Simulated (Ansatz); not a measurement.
System: BeCl₂ (Ibam, No. 72). Method: dielectric-dependent PBEsol hybrid in Ansatz (plane waves, PAW).

Run with plane-wave cutoff 460 eV, 6×6×6 k mesh, Fermi–Dirac smearing 0.01 eV, scalar-relativistic PAW data made under PBE.

The cell is the one relaxed with PBEsol. Conventional cell: a = 5.6686 Å, b = 10.5376 Å, c = 5.1971 Å, α = 90.00°, β = 90.00°, γ = 90.00°.

```yaml
crystal:
  lattice:
    - [-2.83430, 5.26880, 2.59855]
    - [2.83430, -5.26880, 2.59855]
    - [2.83430, 5.26880, -2.59855]
  atoms:
    - { symbol: Be, position: [0.25000, 0.25000, 0.00000] }
    - { symbol: Be, position: [0.75000, 0.75000, 0.00000] }
    - { symbol: Cl, position: [0.60407, 0.30687, 0.91094] }
    - { symbol: Cl, position: [0.39593, 0.69313, 0.08906] }
    - { symbol: Cl, position: [0.89593, 0.80687, 0.70280] }
    - { symbol: Cl, position: [0.10407, 0.19313, 0.29720] }
```

List the 20 lowest band energies at Γ above −25 eV (eV, relative to the valence band maximum), grouping those that round alike.

At Γ: -16.33, -15.36, -15.11, -15.10, -4.12, -3.97, -3.67, -2.43, -2.27, -1.89, -1.78, -1.61, -0.58, -0.39 (×2), -0.19, 9.93, 10.49, 11.85, 12.57.

Note: the cell is over a tenth larger than the published one: the level's own overestimate first of all, though another phase or state, or a fault of the published cell, is possible; the run warned that its exchange threshold was loose for the stress; cell and atoms aren't relaxed at this level (pressure -0.7 GPa); the cell has widely spaced layers and the level no dispersion term, so their spacing and the moduli can rest on weak binding.

Ansatz is a first-principles code.
